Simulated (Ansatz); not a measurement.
This Ansatz (an electronic-structure program) input is the reference run, SiO$_{2}$ in the CdI2 type structure (space group P-3m1, No. 164; a hypothetical phase, not in the database extracts checked; layered, stacked along the Cartesian z axis), computed with PBE-D3(BJ) in Ansatz (plane waves to 420 eV, PAW, spin-orbit coupling left out), earlier PAW set:

Ansatz 0.2 input:
```yaml
crystal:
  lattice:
    - [2.6860723285, 0, 0]
    - [-1.3430361643, 2.3262068729, 0]
    - [0, 0, 4.601752049]
  atoms:
    - { symbol: Si, position: [0, 0, 0] }
    - { symbol: O, position: [0.6666666667, 0.3333333333, 0.1989720255] }
    - { symbol: O, position: [0.3333333333, 0.6666666667, 0.8010279745] }
basis: { ecutwfc: 420, ecutrho_ratio: 4, xc_grid: 2, fft_grid_basis: typed }
kpoints: { mp_grid: { grid: [14, 14, 7] } }
hamiltonian:
  xc: pbe
  dispersion: d3bj
  pseudopotentials: { azcp: { folder: ./paw }, kind: paw }
scf: { occupations: { method: fermi_dirac, width: 0.05 }, convergence: { dr2_threshold: 0.0000000003 } }
output: { forces: true, stress: true }
checkpoint: { write: state.ck, write_every: 1000 }
```

Q: Write the input for this change: a free-standing slab of 4 layers (12 atoms, 3 a layer) is cut normal to the stacking axis, with 15 Å of vacuum and the in-plane cell relaxed.

A: 
Ansatz 0.2 input:
```yaml
crystal:
  lattice:
    - [2.6860723285, 0, 0]
    - [1.3430361643, 2.3262068729, 0]
    - [0, 0, 30.6364959991]
  atoms:
    - { symbol: O, position: [0.3333333333, 0.3333333333, 0.244806064] }
    - { symbol: Si, position: [0, 0, 0.2746926387] }
    - { symbol: O, position: [0.6666666667, 0.6666666667, 0.3045792134] }
    - { symbol: O, position: [0.3333333333, 0.3333333333, 0.3950109715] }
    - { symbol: Si, position: [0, 0, 0.4248975462] }
    - { symbol: O, position: [0.6666666667, 0.6666666667, 0.4547841209] }
    - { symbol: O, position: [0.3333333333, 0.3333333333, 0.5452158791] }
    - { symbol: Si, position: [0, 0, 0.5751024538] }
    - { symbol: O, position: [0.6666666667, 0.6666666667, 0.6049890285] }
    - { symbol: O, position: [0.3333333333, 0.3333333333, 0.6954207866] }
    - { symbol: Si, position: [0, 0, 0.7253073613] }
    - { symbol: O, position: [0.6666666667, 0.6666666667, 0.755193936] }
basis: { ecutwfc: 420, ecutrho_ratio: 4, xc_grid: 2, fft_grid_basis: typed }
kpoints: { mp_grid: { grid: [14, 14, 1] } }
hamiltonian:
  xc: pbe
  dispersion: d3bj
  pseudopotentials: { azcp: { folder: ./paw }, kind: paw }
scf: { occupations: { method: fermi_dirac, width: 0.05 } }
relax: { f_tol: 0.01, max_steps: 60, cell: { stress_tol: 0.02, fix: [c, alpha, beta] } }
output: { forces: true, stress: true }
checkpoint: { write: state.ck, write_every: 1000 }
```
This is the input that was run; other choices of cell and start would serve too.

No phonon test of stability was made.
